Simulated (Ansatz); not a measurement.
Cost and result by functional for the surface energy of the (21-32) surface of hcp Sc in its 1x1 cell, outermost plane spacing 0.67 Å in the ideal cut (one of several cuts of this face), in Ansatz (plane waves, PAW). Single points on the PBE structure, on one kind of machine; costs are rough ratios of the slab run's core time (references not counted) to the cheapest single point. r2SCAN's cost holds its higher cutoff (500 against 420 eV). Differences are taken against r2SCAN for comparison alone: no measured value is at hand, so the table doesn't rank accuracy.

Model: 22-atom slab, 10.7 Å thick at the start, 7x5x1 mesh, Fermi-Dirac 0.1 eV, dipole correction, all atoms relaxed; start symmetry kept, larger cells not searched; no spin, no spin-orbit, no U. These notes are the PBE run's.

```csv
functional,relative cost,surface energy (J/m²),less r2SCAN (J/m²)
PBEsol,1,1.46,0.02
RPBE,1,1.25,-0.20
LDA,1,1.51,0.07
r2SCAN,2,1.45,0.00
PBE (the relaxed run's value),–,1.35,-0.10
```

The values span 0.26 J/m², while the single points' costs differ by a factor of roughly 2. Differences are of unrounded values.

Ansatz is a program for electronic structure.
